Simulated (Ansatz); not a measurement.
Band-edge transport in semiconductors and insulators: Cu2O (Pn-3m) under several functionals (Ansatz, a quantum-chemistry and plane-wave program, with spin-orbit coupling). The PBE cell:

```cif
data_Cu4O2
_chemical_formula_sum 'Cu4 O2'
_space_group_name_H-M_alt 'Pn-3m :1'
_space_group_IT_number 224
_space_group_name_Hall 'P 4n 2 3 -1n'
_cell_length_a 4.29844
_cell_length_b 4.29844
_cell_length_c 4.29844
_cell_angle_alpha 90.000
_cell_angle_beta 90.000
_cell_angle_gamma 90.000
loop_
_atom_site_label
_atom_site_type_symbol
_atom_site_symmetry_multiplicity
_atom_site_Wyckoff_symbol
_atom_site_fract_x
_atom_site_fract_y
_atom_site_fract_z
_atom_site_occupancy
Cu1 Cu 4 c 0.75000 0.75000 0.75000 1
O1 O 2 a 0.00000 0.00000 0.00000 1
```

```
Functional  cell relaxed with  volume (Å³/atom)  band gap  electron conductivity mass  hole conductivity mass  Seebeck coefficient, n-type 1e19 cm⁻³
----------  -----------------  ----------------  --------  --------------------------  ----------------------  -------------------------------------
PBE                       PBE             13.24   0.39 eV                     0.95 mₑ                 1.33 mₑ                              -290 μV/K
PBEsol                 PBEsol             12.55   0.47 eV                     0.97 mₑ                 1.16 mₑ                              -293 μV/K
```

For the band gap, PBE gives 0.39 eV and PBEsol 0.47 eV: PBE lies 17 % below.

The PBE and PBEsol rows stand on cells whose volumes differ by 5.5 %, so the difference holds the effect of the cell as well as that of the functional.

Masses are for dilute carriers at 300 K, harmonic means over directions unless an axis is named. Seebeck coefficients are for the stated density at 300 K, with one relaxation time for all states and whether or not that doping can be reached.
